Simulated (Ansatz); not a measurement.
## BAs, response to strain

Base system: BAs in the zinc blende structure (space group F-43m, No. 216; a = 4.7839 Å). Axes: x, y, z lie along the cube axes.

Strains are applied to the cell and any free atomic positions relax; under biaxial strain the out-of-plane vector relaxes too.

Method: r2SCAN/PAW in Ansatz (a quantum-chemistry and plane-wave program), without spin-orbit coupling.

```json
[
 {"biaxial strain, plane normal [001], relaxed out of plane (%)": "0", "out-of-plane strain (%)": "0.00"},
 {"biaxial strain, plane normal [001], relaxed out of plane (%)": "0.5", "out-of-plane strain (%)": "-0.23"},
 {"biaxial strain, plane normal [001], relaxed out of plane (%)": "1", "out-of-plane strain (%)": "-0.46"},
 {"biaxial strain, plane normal [001], relaxed out of plane (%)": "1.5", "out-of-plane strain (%)": "?"},
 {"biaxial strain, plane normal [001], relaxed out of plane (%)": "2", "out-of-plane strain (%)": "-0.92"},
 {"biaxial strain, plane normal [001], relaxed out of plane (%)": "2.5", "out-of-plane strain (%)": "-1.16"},
 {"biaxial strain, plane normal [001], relaxed out of plane (%)": "3", "out-of-plane strain (%)": "-1.39"}
]
```

Question: Fit ε⊥ = −νε + γε² (strains in %) to the rows shown and predict the withheld row.

Answer: Least squares on the printed values gives ν = 0.46 (the biaxial Poisson response) and γ = -0.002 (largest residual 0.00 %); this predicts -0.69 %, and the run gives -0.69 %, in agreement.

Stability against distortions was not tested.
